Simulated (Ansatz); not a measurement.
## PbSe (Cmcm, No. 63, 4 atoms in the cell; start mp-1063670; high-pressure phase)

Method: r²SCAN in Ansatz (PAW).

Run with plane-wave cutoff 560 eV, 8×8×8 k mesh, Fermi–Dirac smearing 0.01 eV, scalar-relativistic PAW data made under PBE.

Cell (relaxed at this level):

Space group Cmcm (No. 63); a = 4.3141 Å, b = 12.2506 Å, c = 4.4495 Å, α = β = γ = 90.00°

| atom | site | symmetry | x | y | z |
|---|---|---|---|---|---|
| Pb | 4c | m2m | 0.0000 | 0.6315 | 0.2500 |
| Se | 4c | m2m | 0.0000 | 0.1392 | 0.7500 |
(The calculation used a cell of 4 atoms; values per cell refer to that cell.)

```json
{
 "band_gap": "1.25 eV",
 "smallest_direct_gap_on_the_k_points_sampled": "1.28 eV",
 "Γ–Γ gap": "5.31 eV"
}
```

Note: the cell has widely spaced layers and the level no dispersion term, so their spacing and the moduli can rest on weak binding.

Spin–orbit coupling is not included; with these elements it can move the gap by several tenths of an eV or more.

The computed numbers hold no vibrational or temperature effects.

Cost on a shared machine: about 70 core-seconds (a rough figure).

A start named mp-… is a Materials Project structure, which need not be a measured phase.

Ansatz is a first-principles code.
